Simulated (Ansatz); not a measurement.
# MgB2C2 under a change: isotropic strain −2.68 %

Consider MgB$_{2}$C$_{2}$ (space group Pnnm, No. 58; a = 4.617 Å, b = 7.169 Å, c = 2.766 Å; a cell from a computed database, its experimental status unchecked).

It is then changed as follows: an isotropic linear strain of −2.68 %, atoms relaxed at fixed cell.

Computed with PBEsol (Ansatz, a program for electronic structure; PAW; 420 eV plane waves; no spin-orbit coupling). Settings: 7×5×12 k-points, 0.05 eV Fermi–Dirac smearing.

```json
[
 {"quantity": "volume per atom", "base": "9.16 Å³", "changed": "8.44 Å³", "shift": "-0.72 Å³"},
 {"quantity": "shortest interatomic distance", "base": "2.970 bohr", "changed": "2.926 bohr", "shift": "-0.044 bohr"},
 {"quantity": "energy relative to the base (free energy F)", "base": "0 meV/atom", "changed": "+32 meV/atom", "shift": "+32 meV/atom"},
 {"quantity": "pressure (mean of the normal stresses, compression positive)", "base": "0.00 GPa", "changed": "14.74 GPa", "shift": "+14.74 GPa"},
 {"quantity": "band gap", "base": "1.20 eV", "changed": "0.96 eV", "shift": "-0.24 eV"},
 {"quantity": "smallest direct gap", "base": "1.70 eV", "changed": "2.00 eV", "shift": "+0.30 eV"},
 {"quantity": "electron mass", "base": "0.29 mₑ along a, 2.4 mₑ along b, 0.78 mₑ along c (off the special points)", "changed": "0.25 mₑ along a, 0.90 mₑ along b, 0.38 mₑ along c (off the special points)", "shift": "–"},
 {"quantity": "valence-band top at Γ (three highest levels, from the VBM)", "base": "0.00, -0.28, -0.36 eV", "changed": "0.00, -0.21, -0.27 eV", "shift": "–"},
 {"quantity": "largest internal atomic displacement", "base": "–", "changed": "0.116 Å", "shift": "–"}
]
```

Final structure:

```xyz
10
Lattice="4.4930 0.0000 0.0000 0.0000 6.9772 0.0000 0.0000 0.0000 2.6918" Properties=species:S:1:pos:R:3 pbc="T T T"
Mg     2.2465     3.4886     1.3459
Mg     0.0000     0.0000     0.0000
B      4.0802     5.0471     1.3459
B      0.4128     1.9301     1.3459
B      1.8337     5.4188     0.0000
B      2.6593     1.5585     0.0000
C      3.4252     1.4773     1.3459
C      1.0678     5.5000     1.3459
C      1.1787     2.0113     0.0000
C      3.3143     4.9659     0.0000
```

Effective masses come from finite differences of ±0.01 Å⁻¹. Whether these cells are dynamically stable was not tested.
